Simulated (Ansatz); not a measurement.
Ga vacancy (V_Ga) in wurtzite GaN (start: the Ga site; 192-site cell, 2×2×2 shifted sampling). These are PBE, PAW (plane waves to 420 eV; Ansatz, a first-principles code) values and carry that method's errors. Total energies of the localised charge states, counted from that of charge 0, and their image corrections (point charge with alignment); the host's valence-band maximum lies at 9.261 eV on the cells' energy zero and its gap is 1.71 eV.

```
charge  moment (μB)  E − E(first) (eV)  correction (eV)
------  -----------  -----------------  ---------------
0               3.0              0.000            0.000
−1              2.0              9.674            0.263
−2              1.0             19.532            0.792
```

### Question
Derive the transition levels above the valence-band maximum and say which of them are thermodynamic.

### Answer
A level is the Fermi energy at which two charges have equal formation energy: ε(q/q′) = [E(q′) + corr(q′) − E(q) − corr(q)] / (q − q′) − E_VBM.
ε(0/−1) = [(9.674 + 0.263) − (0.000 + 0.000)] / 1 − 9.261 = 0.68 eV
ε(−1/−2) = [(19.532 + 0.792) − (9.674 + 0.263)] / 1 − 9.261 = 1.13 eV
Thermodynamic levels at least 0.1 eV inside the gap: (0/−1) at 0.68 eV; (−1/−2) at 1.13 eV. They hold to tenths of an eV in this cell. Charges with a result: +1, 0, −1, −2, −3. Others weren't obtained, and one of them could lie lower, also by skipping a charge. At charge +1 the carrier sat in host band states, shallow at most. Charge −3 has its level within 0.1 eV of a band edge or past it. Flagged in the runs: a host whose relaxation on this sampling wasn't shown to rest.
